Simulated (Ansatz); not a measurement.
BAs under load (space group F-43m), PBE with spin-orbit coupling, rigid bands (Ansatz, a program for electronic structure). Condition of this run: hydrostatic pressure of -3.2 GPa (compression positive) (the target of the relaxation). Band gap 1.14 eV, N_c = 3.69e19 cm⁻³ and N_v = 1.14e19 cm⁻³ at 300 K, conductivity masses of 0.309 mₑ (electrons) and 0.348 mₑ (holes). Take k_BT = 0.02585 eV.

**Question.** Find the intrinsic carrier density and the intrinsic Fermi level.

**Answer.** n_i = √(N_c N_v) exp(−E_g/2k_BT) = 2.05e19 × exp(−22.05) = 5.4e9 cm⁻³. The level lies (k_BT/2) ln(N_v/N_c) = -15 meV from mid-gap (positive towards the conduction band). Each 0.1 eV added to the gap lowers n_i by a factor of 6.9.

**Question.** What built-in voltage has an abrupt junction with N_A = 1e16 and N_D = 1e17 cm⁻³, all dopants ionised?

**Answer.** V_bi = E_g/e − (k_BT/e) ln(N_c N_v/(N_A N_D)) = 1.14 − 0.02585 × 12.95 = 0.81 V, for the computed gap.

**Question.** A film of it is 3 nm thick. Estimate the confinement energies in an infinite well.

**Answer.** ħ²π²/(2m t²) = 0.376 eV·nm²/(m/mₑ × t²) gives 135 meV for electrons and 120 meV for holes, so the gap would widen to about 1.40 eV. Finite barriers and nonparabolic bands lower this, and with several valleys or bands the heaviest mass along the normal sets the lowest level, not this average.

Rigid bands with the computed gap; masses take one relaxation time for all states. Geometry: cell and atoms relaxed with PBEsol.
